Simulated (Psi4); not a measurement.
Psi4 1.11, unrestricted TPSS/def2-svpd: Pb(I)2 triplet ([I][Pb][I]), charge 0, multiplicity 3, 3 atoms. The geometry is a generated start, not checked to be a minimum at this level.

```
Property                                             Result
--------------------------  -------------------------------
task                                                 energy
method                                                 tpss
basis                                             def2-svpd
memory                                                 3 GB
maxiter                                                 100
keys of the molecule block                      symmetry c1
scf_type                                       df (default)
e_convergence                               1e-06 (default)
d_convergence                               1e-06 (default)
dft_radial_points                              75 (default)
dft_spherical_points                          302 (default)
effective core potentials   those of the basis set, past Kr
basis functions                                         102
grid points                                           65084
```

```xyz
3

Pb     0.0332     0.0172     1.1358
I      1.0582    -1.8661    -0.5728
I     -1.0914     1.8489    -0.5629
```

Charge 0 and multiplicity 3 are set for this test and not shown to be the ground state.

With the defaults (diis = true, scf_initial_accelerator = adiis, damping_percentage = 0, guess = auto, which took SAD, level_shift = 0, level_shift_cutoff = 0.01, diis_start = 1, diis_max_vecs = 10) it converges in 12 SCF iterations. One run each on 2 threads, with these changes:
- guess = sadno
- guess = sapgau
- guess = huckel
- guess = core
- level_shift = 0.5, level_shift_cutoff = 0.001
- diis_max_vecs = 6
- damping_percentage = 20
- diis_start = 4
- diis = false, scf_initial_accelerator = none, damping_percentage = 60

Q: Which of these changes keep the SCF from converging, or lead it to another solution?

A: No convergence: diis = false, scf_initial_accelerator = none, damping_percentage = 60 (the run ends without SCF convergence in 100 iterations). The rest reach the solution of the defaults.

```
setting                                                                SCF iterations             end
---------------------------------------------------------------------  --------------  --------------
the defaults                                                                       12   same solution
level_shift = 0.5, level_shift_cutoff = 0.001                                      12   same solution
guess = huckel                                                                     12   same solution
diis_max_vecs = 6                                                                  12   same solution
guess = sadno                                                                      14   same solution
guess = core                                                                       15   same solution
diis_start = 4                                                                     17   same solution
guess = sapgau                                                                     18   same solution
damping_percentage = 20                                                            25   same solution
diis = false, scf_initial_accelerator = none, damping_percentage = 60             100  no convergence
```
